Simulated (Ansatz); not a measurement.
ZnO (model structure, started from the BN type, Pm-3n, No. 223, 12 atoms in the cell), treated with r²SCAN+rVV10 in Ansatz (plane waves, PAW).

Run with plane-wave cutoff 560 eV, 6×6×6 k mesh, Fermi–Dirac smearing 0.01 eV, scalar-relativistic PAW data made under PBE.

Cell (relaxed at this level):

```yaml
crystal:
  lattice:
    - [5.56540, 0.00000, 0.00000]
    - [0.00000, 5.56540, 0.00000]
    - [0.00000, 0.00000, 5.56540]
  atoms:
    - { symbol: Zn, position: [0.25000, 0.00000, 0.50000] }
    - { symbol: Zn, position: [0.50000, 0.25000, 0.00000] }
    - { symbol: Zn, position: [0.50000, 0.75000, 0.00000] }
    - { symbol: Zn, position: [0.75000, 0.00000, 0.50000] }
    - { symbol: Zn, position: [0.00000, 0.50000, 0.75000] }
    - { symbol: Zn, position: [0.00000, 0.50000, 0.25000] }
    - { symbol: O, position: [0.25000, 0.50000, 0.00000] }
    - { symbol: O, position: [0.00000, 0.25000, 0.50000] }
    - { symbol: O, position: [0.00000, 0.75000, 0.50000] }
    - { symbol: O, position: [0.75000, 0.50000, 0.00000] }
    - { symbol: O, position: [0.50000, 0.00000, 0.75000] }
    - { symbol: O, position: [0.50000, 0.00000, 0.25000] }
```

Estimate the band gap that the calculation returns.


- band gap = 1.28 eV (on the SCF k mesh)

Note: the relaxation could raise the start's symmetry but not lower it, so the cell can be a saddle point.

Static lattice: no zero-point or thermal effects.

A model structure was made by putting elements into a prototype or built by hand; it is no filed structure, need not be a known phase, and can be a saddle point held by its symmetry.

Ansatz is an electronic-structure program.
